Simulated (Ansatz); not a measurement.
Levels about the gap of amorphous gallium oxide (Ga₂₀O₃₀) (50 atoms in a cell of 667 Å³, 4.66 g/cm³; zone centre alone, so wide bands show as single levels with stretches between that a denser mesh fills), at the geometry that PBE relaxed, where it gives 0.0 GPa on a denser mesh. The participation number counts the atoms over which a state spreads; weights are charges in smoothed Voronoi cells. The levels come from a single point, so bond lengths are those of that geometry. Method of the levels: r2SCAN, scalar-relativistic without spin-orbit coupling (Ansatz, a program for electronic structure). Sampling: the zone centre alone; Fermi-Dirac width 0.02 eV; no spin polarisation. At PBE the levels at the filled edge of the gap are localised (band-tail or defect states), and the nearest spread-out levels lie 2.2 eV apart at the zone centre.

A CHGNet melt-quench gave the starting glass, which DFT then relaxed. O atoms were pushed apart under 1.9 Å during the dynamics, to hinder bonds among them. The hot cell started wider than the set density and was brought back towards it in steps. It is the lowest in DFT energy of 2 quenches. It is a model cell: composition and starting density were chosen by hand, and all elements were melted together. No dispersion term was used. Its density started from a set value of 4.67 and ended at 4.66 g/cm³. Cooling (nominally 88 K/ps over its main leg) ran many orders faster than in experiment, which tends to leave more defects and strain. One small periodic cell is one sample of the glass; other quenches scatter about these values. The volume was free in the relaxation, at fixed shape. Stress components on the final sampling reach 2.2 GPa.

```json
[
 {"E - E(highest filled), eV": "-0.57", "filling": "filled", "participation number": "16.0", "largest on": "O, 3 neighbours", "weight O": "0.93", "weight Ga": "0.07"},
 {"E - E(highest filled), eV": "-0.51", "filling": "filled", "participation number": "9.5", "largest on": "O, 3 neighbours", "weight O": "0.94", "weight Ga": "0.06"},
 {"E - E(highest filled), eV": "-0.38", "filling": "filled", "participation number": "6.4", "largest on": "O, 2 neighbours", "weight O": "0.93", "weight Ga": "0.07"},
 {"E - E(highest filled), eV": "-0.33", "filling": "filled", "participation number": "8.2", "largest on": "O, 2 neighbours", "weight O": "0.92", "weight Ga": "0.08"},
 {"E - E(highest filled), eV": "-0.22", "filling": "filled", "participation number": "7.0", "largest on": "O, 3 neighbours", "weight O": "0.95", "weight Ga": "0.05"},
 {"E - E(highest filled), eV": "-0.16", "filling": "filled", "participation number": "2.6", "largest on": "O, 2 neighbours", "weight O": "0.94", "weight Ga": "0.06"},
 {"E - E(highest filled), eV": "0.00", "filling": "filled", "participation number": "4.0", "largest on": "O, 2 neighbours", "weight O": "0.95", "weight Ga": "0.05"},
 {"E - E(highest filled), eV": "2.11", "filling": "empty", "participation number": "46.2", "largest on": "Ga, 4 neighbours", "weight O": "0.53", "weight Ga": "0.47"},
 {"E - E(highest filled), eV": "4.77", "filling": "empty", "participation number": "15.6", "largest on": "Ga, 4 neighbours", "weight O": "0.54", "weight Ga": "0.46"},
 {"E - E(highest filled), eV": "4.85", "filling": "empty", "participation number": "29.9", "largest on": "Ga, 4 neighbours", "weight O": "0.55", "weight Ga": "0.45"},
 {"E - E(highest filled), eV": "5.06", "filling": "empty", "participation number": "26.7", "largest on": "Ga, 5 neighbours", "weight O": "0.56", "weight Ga": "0.44"},
 {"E - E(highest filled), eV": "5.20", "filling": "empty", "participation number": "36.1", "largest on": "Ga, 4 neighbours", "weight O": "0.57", "weight Ga": "0.43"},
 {"E - E(highest filled), eV": "5.47", "filling": "empty", "participation number": "27.9", "largest on": "Ga, 5 neighbours", "weight O": "0.57", "weight Ga": "0.43"},
 {"E - E(highest filled), eV": "5.56", "filling": "empty", "participation number": "30.3", "largest on": "Ga, 4 neighbours", "weight O": "0.52", "weight Ga": "0.48"}
]
```

Most localised among these is the filled level at -0.16 eV, on a O atom, which has 2 neighbours (Ga 1.79 Å, Ga 1.79 Å).
